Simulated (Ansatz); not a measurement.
Results of LDA (Ansatz, a program for electronic structure, plane waves, PAW) for Sc2Si (model structure, started from the Ca2N type, R-3m, No. 166, 3 atoms in the cell).

Run with plane-wave cutoff 520 eV, 16×16×16 k mesh, Fermi–Dirac smearing 0.05 eV, scalar-relativistic PAW data made under PBE.

Cell (relaxed at this level):

```
CELL_PARAMETERS angstrom
      1.71067     0.98766     6.06442
     -1.71067     0.98766     6.06442
      0.00000    -1.97531     6.06442
ATOMIC_POSITIONS crystal
  Sc 0.76245 0.76245 0.76245
  Sc 0.23755 0.23755 0.23755
  Si 0.00000 0.00000 0.00000
```

**Question.** Give the computed bulk modulus B0.

**Answer.** 
bulk modulus B0: 49.9 GPa

The run finds no gap.

Note: the bulk modulus is −V dP/dV from two relaxed cells at ±2 % in volume; the relaxation could raise the start's symmetry but not lower it, so the cell can be a saddle point.

Static lattice: no zero-point or thermal effects.

A model structure was made by putting elements into a prototype or built by hand; it is no filed structure, need not be a known phase, and can be a saddle point held by its symmetry.
